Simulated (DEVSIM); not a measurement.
Device: abrupt InP p-n junction, at 300 K.

Layer 1 from the left is InP, thickness (μm) 1.60, Na (cm⁻³) 1.4e17, τn (s) 5.5e-8, τp (s) 5.5e-8. Layer 2 from the left is InP, thickness (μm) 110, Nd (cm⁻³) 2.8e17, τn (s) 5.5e-8, τp (s) 5.5e-8.

Left contact: ohmic. Right contact: ohmic. Voltage is applied to the left contact. Recombination: SRH at mid-gap, radiative, Auger. Mobility is μmin + (μ − μmin)/(1 + (N/Nref)^α).

The device is made up for the run: typed textbook-type constants, with dimensions and the other settings drawn at random. Values at 300 K.

InP: gap (eV) 1.344, affinity (eV) 4.38, permittivity 12.5, Nc (cm⁻³) 5.7e17, Nv (cm⁻³) 1.1e19, μn (cm²/Vs) 5200, μp (cm²/Vs) 170, μn,min 400, μp,min 10, Nref,n 3e17, Nref,p 4.9e17, αn 0.47, αp 0.62, B (cm³/s) 1.2e-10, Cn (cm⁶/s) 9e-31, Cp (cm⁶/s) 9e-31.

DEVSIM, 1D drift-diffusion, Boltzmann statistics, complete ionisation; no tunnelling, impact ionisation, image-force lowering or self-heating.

**Question.** What does the simulation give for the potential step across the device at zero bias, the dark forward voltage at 100 A/cm², the dark forward voltage at 1 A/cm²?

**Answer.** potential step across the device at zero bias 1.213 V; dark forward voltage at 100 A/cm² 1.082 V; dark forward voltage at 1 A/cm² 0.952 V.
